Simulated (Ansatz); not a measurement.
**A computed series for Si: pressure series**

The parent structure is Si (space group Ia-3, No. 206; a = 6.6014 Å).

Cell and atoms are relaxed at each pressure.

Level of theory: PBEsol (Ansatz, an electronic-structure program, PAW, no SOC), earlier PAW set.

```json
[
 {"pressure (GPa)": "-2", "volume per atom (Å³/atom)": "18.401"},
 {"pressure (GPa)": "-1", "volume per atom (Å³/atom)": "?"},
 {"pressure (GPa)": "0", "volume per atom (Å³/atom)": "17.980"},
 {"pressure (GPa)": "0.3", "volume per atom (Å³/atom)": "17.923"},
 {"pressure (GPa)": "0.7", "volume per atom (Å³/atom)": "17.846"},
 {"pressure (GPa)": "1.5", "volume per atom (Å³/atom)": "17.697"},
 {"pressure (GPa)": "3", "volume per atom (Å³/atom)": "17.434"},
 {"pressure (GPa)": "7.5", "volume per atom (Å³/atom)": "16.747"},
 {"pressure (GPa)": "10", "volume per atom (Å³/atom)": "16.415"}
]
```

Fit the third-order Birch–Murnaghan form P(V) = (3B₀/2)[(V₀/V)^(7/3) − (V₀/V)^(5/3)]·[1 + (3/4)(B₀′ − 4)((V₀/V)^(2/3) − 1)] (squares taken in P) to the rows shown and predict the withheld row.

Least squares on the printed values gives V₀ = 17.981 Å³/atom, B₀ = 91.1 GPa, B₀′ = 4.1; this predicts 18.185 Å³/atom, and the run gives 18.183 Å³/atom, 0.002 lower.

Load acts through the strain it causes; cell and atoms are relaxed under it. Whether these cells are dynamically stable was not tested. No other phases were tried under pressure. This is not the structure that Si has at room temperature and ambient pressure.
